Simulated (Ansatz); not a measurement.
The reference is Si in the diamond structure (space group Fd-3m, No. 227; a = 5.434 Å).

Levels (all Ansatz, a quantum-chemistry and plane-wave program, PAW): PBEsol (420 eV, scalar-relativistic without spin-orbit coupling); PBEsol+SOC (420 eV, with spin-orbit coupling).

The geometry is relaxed with PBEsol.

```
Property                                             Value
--------------------------  ------------------------------
PBEsol band gap                                    0.47 eV
PBEsol gap character        indirect, Γ → Γ–X (87 % along)
PBEsol smallest direct gap                         2.52 eV
```

Task: What does PBEsol+SOC give at this geometry for the band gap, gap character and smallest direct gap?

Result: The band gap shrinks by 0.02 eV to 0.45 eV; the gap character is still indirect, Γ → Γ–X (87 % along); the smallest direct gap falls by 0.04 eV to 2.48 eV. The threefold valence maximum splits by Δso ≈ 48 meV.

Single points use the geometry relaxed with PBEsol. Differences between runs with and without spin-orbit coupling are approximate. Stability against distortions was not tested.
